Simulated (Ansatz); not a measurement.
# PBE against r2SCAN: SiC, pressure 9 GPa

The parent structure is SiC (space group P6_3mc, No. 186; a = 3.0941 Å, c = 10.1293 Å).

(Cell as relaxed with PBE.)

Levels (all Ansatz, an electronic-structure program, PAW): PBE (420 eV, no spin-orbit coupling); r2SCAN (500 eV, no spin-orbit coupling).

Each level relaxes its own structure.

```json
[
 {"base": "volume per atom", "PBE": "10.50 Å³", "r2SCAN": "10.33 Å³"},
 {"base": "lattice parameter a", "PBE": "3.094 Å", "r2SCAN": "3.078 Å"},
 {"base": "band gap", "PBE": "2.22 eV", "r2SCAN": "2.60 eV"}
]
```

Modification: a hydrostatic pressure of 9 GPa.

```
quantity                         PBE      r2SCAN
-------------------  ---------------  ----------
band gap                     2.23 eV  (withheld)
volume per atom             10.10 Å³  (withheld)
gap character        indirect, Γ → M  (withheld)
smallest direct gap          3.36 eV  (withheld)
```

**Question.** Predict the r2SCAN column.

**Answer.** 
- band gap, r2SCAN: 2.61 eV
- volume per atom, r2SCAN: 9.96 Å³
- gap character, r2SCAN: indirect, Γ → M
- smallest direct gap, r2SCAN: 3.80 eV

PBE's band gap lies 0.38 eV below r2SCAN's; PBE's volume per atom lies 0.14 Å³ above r2SCAN's (1.4 %); PBE's smallest direct gap lies 0.44 eV below r2SCAN's; the two agree on the gap character. Neither level is exact; r2SCAN is the comparison here, not a measurement.

Load acts through the strain it causes; cell and atoms are relaxed under it. Stability against distortions was not tested. Competing high-pressure phases were not computed.
